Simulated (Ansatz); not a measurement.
Consider a 24-atom cell of (Ru,Fe)S2 started in the pyrite structure, site fractions Ru 0.125, Fe 0.875, short-range order -0.14 among the nearest mixed sites of the first mixed sublattice (0 is random, a negative value favours unlike neighbours), space group R-3 at the end, an ordered arrangement that its symmetry holds. Its start:

```yaml
crystal:
  lattice:
    - [5.43287, 0.00029, 5.43287]
    - [0.00000, 5.43316, 5.43316]
    - [-5.43316, 0.00000, 5.43316]
  atoms:
    - { symbol: Ru, position: [0.00000, 0.50000, 0.00000] }
    - { symbol: Fe, position: [0.50000, 0.50000, 0.50000] }
    - { symbol: Fe, position: [0.00000, 0.50000, 0.50000] }
    - { symbol: Fe, position: [0.50000, 0.50000, 0.00000] }
    - { symbol: Fe, position: [0.50000, 0.00000, 0.00000] }
    - { symbol: Fe, position: [0.00000, 0.00000, 0.50000] }
    - { symbol: Fe, position: [0.00000, 0.00000, 0.00000] }
    - { symbol: Fe, position: [0.50000, 0.00000, 0.50000] }
    - { symbol: S, position: [0.57286, 0.11810, 0.19095] }
    - { symbol: S, position: [0.07216, 0.11856, 0.69072] }
    - { symbol: S, position: [0.92784, 0.88144, 0.30928] }
    - { symbol: S, position: [0.42714, 0.88190, 0.80905] }
    - { symbol: S, position: [0.80052, 0.89851, 0.67769] }
    - { symbol: S, position: [0.31053, 0.87982, 0.19333] }
    - { symbol: S, position: [0.68947, 0.12018, 0.80667] }
    - { symbol: S, position: [0.19948, 0.10149, 0.32231] }
    - { symbol: S, position: [0.31053, 0.38280, 0.42685] }
    - { symbol: S, position: [0.80052, 0.37717, 0.92379] }
    - { symbol: S, position: [0.19948, 0.62283, 0.07621] }
    - { symbol: S, position: [0.68947, 0.61720, 0.57315] }
    - { symbol: S, position: [0.31053, 0.61632, 0.69035] }
    - { symbol: S, position: [0.80052, 0.62327, 0.19904] }
    - { symbol: S, position: [0.19948, 0.37673, 0.80096] }
    - { symbol: S, position: [0.68947, 0.38368, 0.30965] }
```

All values below come from r2SCAN (plane waves to 500 eV, PAW; Ansatz, a first-principles code). Scalar-relativistic, without spin–orbit coupling; the runs are not spin-polarised. Its k-point mesh 4×4×4, Fermi–Dirac width 0.01 eV.

Question: Predict the alloy's volume and bond lengths.

Answer: 
- volume per atom = 13.39 Å³
- Fe–S bonds (within 1.22 times the sum of covalent radii) = 2.265 Å on average, from 2.248 to 2.276 (42)
- Ru–S bonds (within 1.22 times the sum of covalent radii) = 2.329 Å on average, from 2.329 to 2.329 (6)
